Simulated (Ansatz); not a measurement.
## Hypothetical CsCl type TiAs, response to strain

The reference is TiAs in the CsCl type structure (space group Pm-3m, No. 221; a = 3.196 Å; a hypothetical phase, not in the database extracts checked; relaxed with 0.1 eV smearing). Axes: x, y, z lie along the cube axes.

Strains are applied to the cell and any free atomic positions relax; under biaxial strain the out-of-plane vector relaxes too; under stress the whole cell relaxes.

Method: PBE (Ansatz, a quantum-chemistry and plane-wave program; PAW; 420 eV plane waves; scalar-relativistic without spin-orbit coupling).

Notes on the quantities. energy relative to the base: free energy F; pressure: mean of the normal stresses, compression positive.

```json
[
 {"change": "base", "energy relative to the base": "0 meV/atom", "pressure": "0.0 GPa", "volume per atom": "16.33 Å³"},
 {"change": "biaxial strain −0.54 %, plane normal [001], relaxed out of plane", "energy relative to the base": "+0.3 meV/atom", "pressure": "0.4 GPa", "volume per atom": "16.27 Å³"},
 {"change": "biaxial strain +3.16 %, plane normal [001], relaxed out of plane", "energy relative to the base": "+2.1 meV/atom", "pressure": "-0.2 GPa", "volume per atom": "16.31 Å³"},
 {"change": "biaxial strain +0.47 %, plane normal [111], relaxed out of plane", "energy relative to the base": "-0.1 meV/atom", "pressure": "0.1 GPa", "volume per atom": "16.31 Å³"},
 {"change": "isotropic strain +5.97 %", "energy relative to the base": "+162 meV/atom", "pressure": "-14.4 GPa", "volume per atom": "19.43 Å³"},
 {"change": "uniaxial strain ε_yy = −0.68 %", "energy relative to the base": "+0.3 meV/atom", "pressure": "0.8 GPa", "volume per atom": "16.22 Å³"},
 {"change": "uniaxial strain ε_yy = −0.17 %", "energy relative to the base": "0.0 meV/atom", "pressure": "0.2 GPa", "volume per atom": "16.30 Å³"},
 {"change": "tensor shear ε_xy = −0.51 %", "energy relative to the base": "0.0 meV/atom", "pressure": "0.0 GPa", "volume per atom": "16.33 Å³"},
 {"change": "uniaxial stress, 1 GPa tension along z", "energy relative to the base": "+0.7 meV/atom", "pressure": "–", "volume per atom": "16.37 Å³"},
 {"change": "tensor shear ε_xz = +0.84 %", "energy relative to the base": "-0.1 meV/atom", "pressure": "0.0 GPa", "volume per atom": "16.33 Å³"}
]
```

Stability under load was not tested beyond the relaxation. All final runs are without spin polarisation. An odd electron count without spin: TiAs. Under biaxial strain +0.47 %, plane normal [111], relaxed out of plane the cell ends below the base's energy or with stress of the wrong sign: the atoms slid into a distortion or the cell is elastically unstable, so the base is not a stable minimum at this level. TiAs has a high density of states at the Fermi level and may be magnetic at this level.
